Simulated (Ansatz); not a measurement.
Partial pair distribution functions of a relaxed model of amorphous Si24O51La2, broadened by 0.06 Å; density 2.51 g/cm³. Calculation: PBE, scalar-relativistic without spin-orbit coupling (plane waves to 420 eV, PAW; Ansatz, a first-principles code).

It comes from a melt-quench run on a machine-learned potential (CHGNet), relaxed afterwards by DFT. O atoms were pushed apart under 1.9 Å during the dynamics, to hinder bonds among them. The hot cell started wider than the set density and was brought back towards it in steps. It is the lowest in DFT energy of 2 quenches. It is a model cell: composition and starting density were chosen by hand, and all elements were melted together. No dispersion term was used. Its density started from a set value of 2.51 and ended at 2.51 g/cm³. Cooling (nominally 400 K/ps over its main leg) ran many orders faster than in experiment, which tends to leave more defects and strain. A cell of this size samples the disorder only roughly. The volume was held where the preparation left it and the shape relaxed, at a PBE pressure of -0.5 GPa (tension). Stress components on the final sampling reach 0.5 GPa.

```
r (Å)  g Si-O  g O-La  g Si-Si  g O-O
-----  ------  ------  -------  -----
1.35     0.00    0.00     0.00   0.00
1.45     0.37    0.00     0.00   0.00
1.55     7.67    0.00     0.00   0.00
1.65    15.61    0.00     0.00   0.00
1.75     3.28    0.00     0.00   0.00
1.85     0.28    0.00     0.00   0.00
1.95     0.08    0.00     0.00   0.00
2.05     0.00    0.01     0.00   0.00
2.15     0.00    0.71     0.00   0.00
2.25     0.00    5.15     0.02   0.03
2.35     0.00    4.43     0.30   0.17
2.45     0.00    1.53     0.38   0.32
2.55     0.00    1.28     0.32   2.42
2.65     0.00    2.37     0.04   6.35
2.75     0.02    1.03     0.01   4.20
2.85     0.07    1.23     0.43   1.17
2.95     0.07    0.42     2.46   0.30
3.05     0.11    0.01     3.89   0.23
3.15     0.24    0.00     4.66   0.43
3.25     0.34    0.00     2.15   0.52
3.35     0.51    0.10     0.29   0.43
3.45     0.80    0.50     0.18   0.48
3.55     1.22    0.23     0.03   0.61
3.65     1.34    0.57     0.00   0.69
3.75     1.44    0.59     0.02   0.69
3.85     1.68    0.18     0.23   0.71
3.95     1.58    0.61     0.20   0.88
4.05     1.78    0.76     0.43   0.94
4.15     2.18    0.91     1.19   0.89
4.25     1.99    1.81     0.93   0.75
4.35     1.35    1.39     0.82   0.76
4.45     0.93    1.09     0.82   0.86
4.55     0.78    1.31     0.91   1.02
4.65     0.77    1.27     0.76   1.28
4.75     0.86    0.98     1.38   1.19
4.85     0.68    1.71     1.89   1.23
4.95     0.64    2.00     1.25   1.53
5.05     0.78    1.05     1.36   1.59
```

Within 2.02 Å each Si has 4.00 O neighbours on average.
